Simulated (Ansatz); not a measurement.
## TiAl3: Al interstitial (started 1.91 Å from the nearest host atom)

Start from an 8-atom supercell of TiAl$_{3}$ (space group I4/mmm, No. 139; a = 3.824 Å, c = 8.560 Å) at its relaxed geometry.

Now apply this change: one Al atom is added in an open site, starting 1.91 Å from the nearest host atom, atoms relaxed at fixed cell, starting from a slightly rattled geometry.

All numbers come from Kohn–Sham DFT with the r2SCAN functional, run in Ansatz (a program for electronic structure) with PAW and 500 eV plane waves, no SOC, earlier PAW set. Γ-centred 6×8×8 mesh, Fermi–Dirac width 0.05 eV.

```json
{
  "pressure": "25.9 GPa (base 0.0 GPa)",
  "largest_displacement_of_a_host_atom_from_its_site_in_the_perfect_cell": "1.09 Å",
  "final_site_of_the_added_atom": "5 Al at 2.19–2.31 Å and 5 Ti at 2.92–3.18 Å"
}
```

The cell is small, so the values are those of an ordered compound at a high defect concentration; dilute-limit values will differ. The final runs are not spin-polarised. The defect cell is not spin-polarised.
